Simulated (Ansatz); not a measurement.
The starting structures come from a database of crystals and need not be the phases stable at ambient conditions.

 Where the default PAW files enter, the runs use the earlier of Ansatz's two default sets.

Input:

```
CELL_PARAMETERS angstrom
      4.65968     0.00000     0.00000
      0.49090     6.39506     0.00000
     -2.08439     3.19753     2.20370
ATOMIC_POSITIONS crystal
  Al 0.00000 0.00000 0.00000
  Al 0.00000 0.50000 0.00000
  H  0.13262 0.11738 0.26524
  H  0.86738 0.88262 0.73476
  H  0.86738 0.38262 0.36738
  H  0.13262 0.61738 0.63262
  H  0.50000 0.75000 0.36738
  H  0.50000 0.25000 0.63262
```

Space group of this cell: R-3c. The cell is taken as given.

Transport runs along the normal of the first two printed cell vectors, the (110) plane of the conventional cell.

No gap correction and no spin-orbit coupling; mid-gap values are interpolated between computed energies.

Predict the band gap and the smallest decay constant κ at mid-gap from r2SCAN (Ansatz, an electronic-structure program).

Gap 3.15 eV on a 14×14×14 mesh; κ = 0.324 1/Å, at the zone centre.
